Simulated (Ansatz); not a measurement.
System: interstitial H in 4H silicon carbide with all lengths changed by -1 % (charge state +1). Method: PBE, PAW (plane waves to 420 eV; Ansatz, a first-principles code).

Settings: 72 host sites, the strained lattice (strain from the relaxed PBE one, atoms relaxed), a 2×2×2 k-point mesh shifted by half a step along c, smearing 0.01 eV, spin-restricted, no image-charge correction. Energies are static. The charge state is imposed; whether it is stable for some Fermi level was not computed. Sites that were not tried may lie lower.

A. a direct jump of one H atom; the atom moves 1.83 Å along (-0.20, -0.42, -0.14) of the unit cell; the moving atom starts with neighbours C at 1.12, C at 2.17; Si at 1.93, Si at 1.96, Si at 1.99 Å and ends with C at 1.12, 2 C at 2.16; 2 Si at 1.91, Si at 2.09 Å; saddle order not checked, on a symmetry element.
B. a direct jump of one H atom; the atom moves 1.06 Å along (0.35, 0.35, 0.00) of the unit cell; the moving atom starts with neighbours C at 1.12, 2 C at 2.16; 2 Si at 1.91, Si at 2.09 Å and ends with C at 1.12, 2 C at 2.16; 2 Si at 1.91, Si at 2.09 Å; saddle order not checked, on a symmetry element.

A band can be held on a symmetry element, so unchecked saddle points there may be too high.

### Question
Order them by forward barrier (lowest first) at the level PBE, PAW.

### Answer
A (0.16 eV), B (0.49 eV)
